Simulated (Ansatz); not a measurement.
Consider CsPbBr3 in the cubic perovskite structure (space group Pm-3m, No. 221; a = 5.872 Å).

Calculations: Ansatz (an electronic-structure program) PBEsol, without spin-orbit coupling.

One change was made to it. Results:

| quantity | base | after |
|---|---|---|
| band gap | 1.43 eV | zero |
| shortest interatomic distance | 2.936 Å | 2.512 Å |

Problem. What was done to the base?
A) pressure 15 GPa
B) pressure 75 GPa
C) pressure 30 GPa
D) pressure −1 GPa
E) pressure −2 GPa

Solution. C, pressure 30 GPa. For comparison, the shortest interatomic distance in the other runs: pressure 15 GPa gives 2.635 Å; pressure 75 GPa gives 2.328 Å; pressure −1 GPa gives 2.988 Å; pressure −2 GPa gives 3.061 Å.

The mesh was chosen for an insulator and is coarse for the gapless case. With Pb present, leaving out spin-orbit coupling can change the band edges. Load acts through the strain it causes; cell and atoms are relaxed under it. Whether these cells are dynamically stable was not tested. No other phases were tried under pressure. All final runs are without spin polarisation. Many cubic perovskites are stable only at high temperature; tilts and polar distortions were not tested. This is not the structure that CsPbBr3 has at room temperature and ambient pressure. The zero or small gap of CsPbBr3 under pressure 30 GPa and CsPbBr3 under pressure 15 GPa can change with the level of theory.
